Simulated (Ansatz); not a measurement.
# Al2Cu, pressure series

The reference is Al2Cu (space group I4/mcm, No. 140; a = 6.006 Å, c = 4.790 Å).

Cell and atoms are relaxed at each pressure.

Method: r2SCAN (Ansatz, a quantum-chemistry and plane-wave program, PAW, no spin-orbit coupling).

Two rows of this table had their results exchanged by mistake.

```
pressure          volume per atom (Å³)  shortest distance (Å)  band gap
----------------  --------------------  ---------------------  --------
pressure −2 GPa                  14.66                  2.411      zero
pressure −1 GPa                  14.53                  2.402      zero
pressure 0.3 GPa                 14.36                  2.393      zero
pressure 0.7 GPa                 14.31                  2.390      zero
pressure 1.5 GPa                 14.22                  2.384      zero
pressure 3 GPa                   13.59                  2.348      zero
pressure 5 GPa                   13.83                  2.362      zero
pressure 7.5 GPa                 14.05                  2.374      zero
pressure 10 GPa                  13.37                  2.335      zero
```

Question: Which two?

Answer: The rows for pressure 3 GPa and pressure 7.5 GPa: the volume has to fall steadily with pressure, so 14.05 Å³ belongs to pressure 3 GPa and 13.59 Å³ to pressure 7.5 GPa.

Load acts through the strain it causes; cell and atoms are relaxed under it. Stability against distortions was not tested. Competing high-pressure phases were not computed. All final runs are without spin polarisation.
